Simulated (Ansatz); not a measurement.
# SnPt (P6₃/mmc, No. 194)

Calculation: r²SCAN+rVV10 (Ansatz, an electronic-structure program, PAW).

Numerical settings: plane-wave cutoff 560 eV, 18×18×10 k mesh (along the axes of the cell as run), Fermi–Dirac smearing 0.05 eV, scalar-relativistic PAW data made under PBE.

Cell (relaxed at this level):

```
PtSn
1.0
    4.11823     0.00000     0.00000
   -2.05912     3.56650     0.00000
    0.00000     0.00000     5.46034
Sn Pt
2 2
Cartesian
  2.05912   1.18883   4.09525
  0.00000   2.37766   1.36508
  0.00000   0.00000   2.73017
  0.00000   0.00000   0.00000
```

For SnPt (P6₃/mmc, No. 194), the band gap is zero (no gap).

Spin–orbit coupling is not included.

Static lattice: no zero-point or thermal effects.

Computing time: roughly 10 core-minutes.
